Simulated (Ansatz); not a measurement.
An Ansatz (a program for electronic structure) input (DFT with PBEsol, PAW potentials and a 420 eV plane-wave cutoff in Ansatz, no spin-orbit coupling):

Ansatz 0.2 input:
```yaml
crystal:
  lattice:
    - [-3.2159677271, 3.2159677271, 6.526538805]
    - [3.2159677271, -3.2159677271, 6.526538805]
    - [3.2159677271, 3.2159677271, -6.526538805]
  atoms:
    - { symbol: In, position: [0.5, 0.5, 0] }
    - { symbol: In, position: [0.25, 0.75, 0.5] }
    - { symbol: Te, position: [0.375, 0.3662422415, 0.4912422415] }
    - { symbol: Te, position: [0.6337577585, 0.125, 0.0087577585] }
    - { symbol: Te, position: [0.875, 0.8837577585, 0.5087577585] }
    - { symbol: Te, position: [0.1162422415, 0.625, 0.9912422415] }
    - { symbol: Ag, position: [0, 0, 0] }
    - { symbol: Ag, position: [0.75, 0.25, 0.5] }
basis: { ecutwfc: 420, ecutrho_ratio: 4, xc_grid: 2, fft_grid_basis: typed }
kpoints: { mp_grid: { grid: [7, 7, 7] } }
hamiltonian:
  xc: pbesol
  dispersion: none
  pseudopotentials: { kind: paw }
scf: { occupations: { method: fermi_dirac, width: 0.05 }, convergence: { dr2_threshold: 0.0000000008 } }
relax: { f_tol: 0.005, max_steps: 50 }
output: { forces: true, stress: true }
checkpoint: { write: state.ck, write_every: 1000 }
```

Which symmetry and how many k-points will the program report, and about how many plane waves at Γ?

Space group I-42d (ITA 122) with 8 operations, k-points 40 of 343, and 5293 plane waves at Γ.

And the final pressure?

-0.95 GPa (compression positive).

The cells carry an imposed strain or load. Whether these cells are dynamically stable was not tested. The cell was made from InAgTe2 in the chalcopyrite structure (space group I-42d, No. 122) by this change: uniaxial strain ε_zz = +2.25 %.
